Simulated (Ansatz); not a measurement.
The parent structure is InP (space group Pm-3n, No. 223; a = 7.3342 Å; a hypothetical phase, not in the database extracts checked).

(Cell as relaxed with PBE.)

Levels (all Ansatz, a first-principles code, PAW): PBE (420 eV, scalar-relativistic without spin-orbit coupling); PBEsol (420 eV, no spin-orbit coupling).

Each level relaxes its own structure.

| base | PBE | PBEsol |
|---|---|---|
| volume per atom | 32.88 Å³ | 31.64 Å³ |
| lattice parameter a | 733.4 pm | 724.1 pm |
| band gap | 0.50 eV | 0.65 eV |

One thing is altered: cell and atoms relaxed at a pressure of 0.7 GPa.

```json
[
 {"quantity": "volume per atom", "PBE": "32.40 Å³", "PBEsol": "31.22 Å³"},
 {"quantity": "electron mass", "PBE": "0.052 mₑ (at Γ)", "PBEsol": "0.063 mₑ (at Γ)"},
 {"quantity": "band gap", "PBE": "0.58 eV", "PBEsol": "0.72 eV"},
 {"quantity": "hole mass (degenerate bands, along [100])", "PBE": "0.044, 2.0, 2.0 mₑ (at Γ)", "PBEsol": "0.051, 2.0, 2.0 mₑ (at Γ)"}
]
```

PBE's volume per atom lies 1.18 Å³ above PBEsol's (3.8 %); PBE's band gap lies 0.14 eV below PBEsol's. Neither level is exact; PBEsol is the comparison here, not a measurement.

Load acts through the strain it causes; cell and atoms are relaxed under it. Masses are band curvatures over ±0.01 Å⁻¹ around the edge. No phonon test of stability was made.
